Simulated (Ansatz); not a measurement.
The starting structures come from a database of crystals and need not be the phases stable at ambient conditions.

The decay constant κ of evanescent states in the gap governs leakage through a thin film.

Data:

```xyz
15
Lattice="5.6335 0.0000 0.0000 0.0000 12.0775 0.0000 2.8168 4.0258 1.6263" Properties=species:S:1:pos:R:3 pbc="T T T"
B      2.8168     8.3677     0.0071
B      5.6335     7.7356     1.6192
B      7.0357     4.3418     0.8096
B      1.4145    11.7614     0.8167
B      4.2313     4.3418     0.8096
B      4.2190    11.7614     0.8167
B      2.8168     5.4017     0.5726
B      5.6335    10.7016     1.0537
B      0.9125     1.3759     0.5268
B      1.9043    14.7274     1.0994
B      4.7210     1.3759     0.5268
B      3.7293    14.7274     1.0994
C      0.0000     4.7119     0.0000
C      0.0000     7.3656     0.0000
C      0.0000     6.0387     0.0000
```

Space group of this cell: R-3m. The cell is taken as given.

Transport runs along the normal of the first two printed cell vectors, the (100) plane of the conventional cell.

The gap is the functional's own. No spin-orbit coupling. Mid-gap values are interpolated on the energy grid.

Q: Estimate the band gap and the smallest decay constant κ at mid-gap that r2SCAN (Ansatz, a program for electronic structure) returns for this system.

A: Gap 1.79 eV on a 18×18×18 mesh; κ = 0.288 1/Å, at the zone centre.
